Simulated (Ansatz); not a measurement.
**AlAs in the zinc blende structure (space group F-43m, No. 216)**

```cif
data_AlAs
_chemical_formula_sum 'As1 Al1'
_space_group_name_H-M_alt 'P 1'
_space_group_IT_number 1
_cell_length_a 4.01231
_cell_length_b 4.01231
_cell_length_c 4.01231
_cell_angle_alpha 60.000
_cell_angle_beta 60.000
_cell_angle_gamma 60.000
loop_
_space_group_symop_operation_xyz
  'x, y, z'
loop_
_atom_site_label
_atom_site_type_symbol
_atom_site_fract_x
_atom_site_fract_y
_atom_site_fract_z
_atom_site_occupancy
As1 As 0.75000 0.75000 0.75000 1
Al1 Al 0.00000 0.00000 0.00000 1
```

All numbers come from PBEsol/PAW in Ansatz (a program for electronic structure), no SOC, earlier PAW set. k-mesh 10×10×10 (Γ-centred); smearing 0.05 eV (Fermi–Dirac).

| Property | Value |
|---|---|
| Volume per atom | 22.84 Å³ |
| Density | 3.70 g/cm³ |
| Band gap | 1.34 eV, indirect, Γ → X |
| Electron mass | 0.86 mₑ along k, 0.23 mₑ across |
| Hole mass (degenerate bands, along [100]) | 0.11, 0.48, 0.48 mₑ |
| Lowest conduction-band minima above the VBM | X along ⟨100⟩ 1.34 eV; Γ 1.91 eV; L along ⟨111⟩ 2.06 eV |
| Total energy | -2669.226 eV/atom (σ→0; compares only within this code and set-up) |

Masses are band curvatures over ±0.01 Å⁻¹ around the edge. Along k means along the line from Γ to the band edge. Gaps are read on the SCF mesh and a high-symmetry path. Stability against distortions was not tested.
